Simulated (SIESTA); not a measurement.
SIESTA 5.4.2, DFT, PBE, numerical atomic orbitals DZP, PseudoDojo PBE standard norm-conserving (rewritten from UPF to PSML): a series of growing systems, each on 16 ranks. The k mesh and basis are held over the series and aren't claimed converged, least of all for the small cells.

```yaml
task: scf
k mesh: 1×1×1
PAO.BasisSize: DZP
PAO.EnergyShift: 0.01 Ry
MeshCutoff: 300 Ry
ElectronicTemperature: 300 K
MaxSCFIterations: 200
SCF.Mixer.Method: Pulay
SCF.Mixer.Weight: 0.25
SCF.Mixer.History: 6
SCF.DM.Tolerance: 0.0001
SolutionMethod: diagon (default)
Diag.Algorithm: Divide-and-Conquer (default)
SCF.Mix: Hamiltonian (default)
SCF.H.Tolerance: 0.001 eV (default)
SCF.Mixer.Variant: stable (default)
```

Machine: one whole node, AMD EPYC (Zen 5), 96 cores on 1 socket, no SMT, 12 L3 cache groups; 94 cores' worth of CPU time may be used.

Wall times, medians of two to five repeats, each run alone on the node (launch to exit). Unless noted, each process is bound to its own block of adjacent cores. The times hold for this build (conda-forge: Open MPI, OpenBLAS, ScaLAPACK, ELSI, no OpenMP). Scratch files lie in a memory file system.

Measured:

| system | basis orbitals | electrons | real-space mesh | SCF iterations | wall time | peak memory |
|---|---|---|---|---|---|---|
| 3C-SiC, atoms displaced (Si4C4), 8 atoms | 104 | 32 | 48×48×48 | 11 | 2.07 s | 2.0 GiB |
| 3C-SiC, atoms displaced (Si8C8), 16 atoms | 208 | 64 | 96×48×48 | 12 | 3.29 s | 2.1 GiB |
| 3C-SiC, atoms displaced (Si16C16), 32 atoms | 416 | 128 | 96×96×48 | 11 | 5.24 s | 2.3 GiB |

Still to run:

```json
[
 {"system": "3C-SiC, atoms displaced (Si32C32), 64 atoms", "basis orbitals": "832", "electrons": "256", "real-space mesh": "96×96×96"},
 {"system": "3C-SiC, atoms displaced (Si48C48), 96 atoms", "basis orbitals": "1248", "electrons": "384", "real-space mesh": "144×96×96"}
]
```

Q: Extrapolate to the larger systems: what do they cost?

A: The two largest measured give a power of ln(5.24/3.29) / ln(32/16) = 0.67 in the count of atoms; the table sets what it predicts beside the runs.

| system | time by that power | SCF iterations | wall time | peak memory |
|---|---|---|---|---|
| 3C-SiC, atoms displaced (Si32C32), 64 atoms | 8.3 s | 11 | 9.57 s | 3.0 GiB |
| 3C-SiC, atoms displaced (Si48C48), 96 atoms | 11 s | 11 | 14.7 s | 3.5 GiB |

From the smallest system to the largest the time grows as the power 0.8 of the count of atoms; from step to step the powers are 0.7, 0.7, 0.9, 1.1. In the smallest, launch, exit and the like take 0.56 s of the 2.1 s.
